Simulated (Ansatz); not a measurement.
Base system: WC (space group P-6m2, No. 187; a = 2.9127 Å, c = 2.8354 Å; relaxed with 0.1 eV smearing). Axes: x lies along a and z along c of the hexagonal cell.

Method: plane-wave PAW DFT at the r2SCAN level (Ansatz, a program for electronic structure, 500 eV), spin-orbit coupling left out.

Base values:

```
Item                Value
---------------  --------
Pressure          0.0 GPa
Volume per atom  10.42 Å³
```

Modification: biaxial strain −3.00 %, plane normal [001], relaxed out of plane (Cartesian); in-plane vectors clamped, the third vector and the atoms free.

Task: What does the calculation give for the pressure after the change?

Result: The pressure (mean of the normal stresses, compression positive) goes from zero to 20.8 GPa.

Task: What does the calculation give for the volume per atom after the change?

Result: The volume per atom falls by 0.504 Å³ to 9.91 Å³.

Whether these cells are dynamically stable was not tested. All final runs are without spin polarisation.
